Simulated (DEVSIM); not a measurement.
Device: abrupt GaSb p-n junction, at 350 K.

Layer 1 from the left is GaSb, thickness (μm) 0.400, Na (cm⁻³) 1.4e15, τn (s) 5.1e-9, τp (s) 5.1e-9. Layer 2 from the left is GaSb, thickness (μm) 2.10, Nd (cm⁻³) 1.3e15, τn (s) 5.1e-9, τp (s) 5.1e-9.

Left contact: ohmic. Right contact: ohmic. Voltage is applied to the left contact. Recombination: SRH at mid-gap, radiative. Mobility is μmin + (μ − μmin)/(1 + (N/Nref)^α).

This is a model device: material constants are rounded textbook-type values typed into the input, and sizes, dopings and lifetimes were drawn at random. Values at 300 K; Nc and Nv go as T^1.5, mobilities as T to minus their exponent, the gap by Varshni's rule with the affinity fixed.

GaSb: gap (eV) 0.726, affinity (eV) 4.06, permittivity 15.7, Nc (cm⁻³) 2.1e17, Nv (cm⁻³) 1.8e19, μn (cm²/Vs) 5000, μp (cm²/Vs) 850, μn,min 1000, μp,min 190, Nref,n 2.8e17, Nref,p 9e17, αn 1.05, αp 0.65, T exponent of μn 2, T exponent of μp 1.7, B (cm³/s) 1e-10, Varshni α (eV/K) 0.00042, Varshni β (K) 140.

Model (solved in DEVSIM): 1D drift-diffusion, Boltzmann statistics, complete ionisation; no tunnelling, impact ionisation, image-force lowering or self-heating.

Problem. What does the simulation give for the potential step across the device at zero bias, the dark forward voltage at 100 A/cm²?

Solution. potential step across the device at zero bias 0.254 V; dark forward voltage at 100 A/cm² 0.222 V.
